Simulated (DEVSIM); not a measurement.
Device: illuminated GaAs p-on-n cell, one wavelength, at 400 K.

```csv
layer (left to right),material,thickness (μm),Nd (cm⁻³),Na (cm⁻³),τn (s),τp (s),absorption coefficient (cm⁻¹)
1,GaAs,0.700,-,8.5e17,3.6e-11,2.7e-11,8100
2,GaAs,0.860,2e16,-,1.8e-9,1.8e-9,8100
```

Left contact: ohmic, minority electron recombination velocity 4e6 cm/s. Right contact: ohmic, minority hole recombination velocity 1e5 cm/s. Voltage is applied to the left contact. Recombination: SRH at mid-gap, radiative, Auger. Light enters at the left, 9.4e16 photons cm⁻² s⁻¹, one pass, no reflection. Mobility is μmin + (μ − μmin)/(1 + (N/Nref)^α).

Constants are typed, rounded textbook-type inputs, not results; the design itself was drawn at random and stands for no fabricated device. Values at 300 K; Nc and Nv go as T^1.5, mobilities as T to minus their exponent, the gap by Varshni's rule with the affinity fixed.

| parameter | GaAs |
|---|---|
| gap (eV) | 1.424 |
| affinity (eV) | 4.07 |
| permittivity | 12.9 |
| Nc (cm⁻³) | 4.7e17 |
| Nv (cm⁻³) | 9e18 |
| μn (cm²/Vs) | 8500 |
| μp (cm²/Vs) | 400 |
| μn,min | 500 |
| μp,min | 20 |
| Nref,n | 6e16 |
| Nref,p | 1.5e17 |
| αn | 0.39 |
| αp | 0.38 |
| T exponent of μn | 2.1 |
| T exponent of μp | 2.2 |
| B (cm³/s) | 2e-10 |
| Cn (cm⁶/s) | 1e-30 |
| Cp (cm⁶/s) | 1e-30 |
| Varshni α (eV/K) | 0.000541 |
| Varshni β (K) | 204 |

Model (solved in DEVSIM): 1D drift-diffusion, Boltzmann statistics, complete ionisation; no tunnelling, impact ionisation, image-force lowering or self-heating.

The minority lifetime in layer 2 was swept, all else fixed.

| minority lifetime in layer 2 (s) | share of generated pairs collected at short circuit | fill factor | dark forward voltage at 1 A/cm² (V) | short-circuit current (mA/cm²) |
|---|---|---|---|---|
| 5.4e-11 | 0.474 | 0.60 | 0.755 | 5.12 |
| 1.8e-10 | 0.524 | 0.63 | 0.782 | 5.66 |
| 5.4e-10 | 0.561 | 0.65 | 0.804 | 6.06 |
| 1.8e-9 | 0.582 | 0.67 | 0.821 | 6.29 |
| 5.4e-9 | 0.590 | ? | ? | 6.37 |
| 1.8e-8 | 0.593 | 0.72 | 0.836 | 6.40 |
| 5.4e-8 | 0.593 | 0.74 | 0.838 | 6.41 |

Some entries are withheld; supply them.


- 5.4e-9, fill factor: 0.69
- 5.4e-9, dark forward voltage at 1 A/cm² (V): 0.831
